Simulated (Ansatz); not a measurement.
ZrGe: response to strain

The parent structure is ZrGe (space group Pnma, No. 62; a cell from a computed database, its experimental status unchecked).

```yaml
crystal:
  lattice:
    - [7.10244, 0.00000, 0.00000]
    - [0.00000, 3.91529, 0.00000]
    - [0.00000, 0.00000, 5.40939]
  atoms:
    - { symbol: Zr, position: [0.17728, 0.25000, 0.63133] }
    - { symbol: Zr, position: [0.82272, 0.75000, 0.36867] }
    - { symbol: Zr, position: [0.32272, 0.75000, 0.13133] }
    - { symbol: Zr, position: [0.67728, 0.25000, 0.86867] }
    - { symbol: Ge, position: [0.04760, 0.25000, 0.15279] }
    - { symbol: Ge, position: [0.95240, 0.75000, 0.84721] }
    - { symbol: Ge, position: [0.45240, 0.75000, 0.65279] }
    - { symbol: Ge, position: [0.54760, 0.25000, 0.34721] }
```

Cartesian axes are those of the cell as printed.

Strains are applied to the cell and any free atomic positions relax; under biaxial strain the out-of-plane vector relaxes too; under stress the whole cell relaxes.

The values are results of Ansatz (a quantum-chemistry and plane-wave program), r2SCAN, PAW, cutoff 500 eV, no spin-orbit coupling, earlier PAW set, not measurements.

| case | shortest interatomic distance | space group |
|---|---|---|
| base | 2.650 Å | Pnma (No. 62) |
| biaxial strain −1.40 %, plane normal [001], relaxed out of plane | 2.622 Å | Pnma (No. 62) |
| biaxial strain −0.86 %, plane normal [001], relaxed out of plane | 2.633 Å | Pnma (No. 62) |
| biaxial strain −0.76 %, plane normal [001], relaxed out of plane | 2.635 Å | Pnma (No. 62) |
| biaxial strain +1.46 %, plane normal [001], relaxed out of plane | 2.678 Å | Pnma (No. 62) |
| uniaxial strain ε_xx = −0.58 % | 2.647 Å | Pnma (No. 62) |
| uniaxial stress, 5 GPa tension along z | 2.662 Å | Pnma (No. 62) |
| tensor shear ε_yz = +3.98 % | 2.541 Å | P2_1/c (No. 14) |
| uniaxial stress, 0.5 GPa compression along z | 2.649 Å | Pnma (No. 62) |
| uniaxial stress, 1 GPa compression along z | 2.648 Å | Pnma (No. 62) |

Without a gap, meshes like the base's 7×12×9 leave anisotropic stresses uncertain by several tenths of a GPa, and small strain energies with them. Stability under load was not tested beyond the relaxation. All final runs are without spin polarisation.
